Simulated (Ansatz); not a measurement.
Consider the following.

End structure of the (311) surface of fcc Au in its 1x1 cell, outermost plane spacing 1.25 Å in the ideal cut:

```yaml
crystal:
  lattice:
    - [2.93959, 0.00000, 0.00000]
    - [-1.46980, 4.87476, 0.00000]
    - [0.00000, 0.00000, 26.50000]
  atoms:
    - { symbol: Au, position: [0.73749, 0.47985, 0.31649] }
    - { symbol: Au, position: [0.46484, 0.93274, 0.35277] }
    - { symbol: Au, position: [0.17744, 0.35683, 0.40684] }
    - { symbol: Au, position: [0.90667, 0.81417, 0.45176] }
    - { symbol: Au, position: [0.63636, 0.27273, 0.50000] }
    - { symbol: Au, position: [0.36605, 0.73129, 0.54824] }
    - { symbol: Au, position: [0.09529, 0.18863, 0.59316] }
    - { symbol: Au, position: [0.80789, 0.61271, 0.64723] }
    - { symbol: Au, position: [0.53524, 0.06561, 0.68351] }
```

Slab: 9 atoms, 10.0 Å thick at the start (thin: gaps and levels are the slab's own); k 13x8x1, smearing 0.1 eV, dipole-corrected; single point; on the structure that PBE left under its start's symmetry; no spin, no spin-orbit, no U.

Question: Predict the surface energy (mean of both faces) from Ansatz (a program for electronic structure) with r2SCAN, at the PBE geometry.

Answer: 1.07 J/m²

Question: Give the work function of the top face at the level r2SCAN, at the PBE geometry.

Answer: 5.05 eV
